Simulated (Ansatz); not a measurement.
GaP, element substitutions

Base system: GaP in the zinc blende structure (space group F-43m, No. 216; a = 5.451 Å).

Each row replaces one element on all its sites; cell and atoms are relaxed.

Level of theory: Ansatz (a quantum-chemistry and plane-wave program) r2SCAN, no spin-orbit coupling.

```
variant  band gap     density
-------  --------  ----------
base      1.85 eV  4.13 g/cm³
P → As    0.96 eV  5.28 g/cm³
Ga → B    1.41 eV  2.97 g/cm³
P → C        zero  5.39 g/cm³
```

Whether these cells are dynamically stable was not tested. As relaxed here, GaC is a hypothetical phase, not in the database extracts checked. All final runs are without spin polarisation. An odd electron count without spin: GaC.
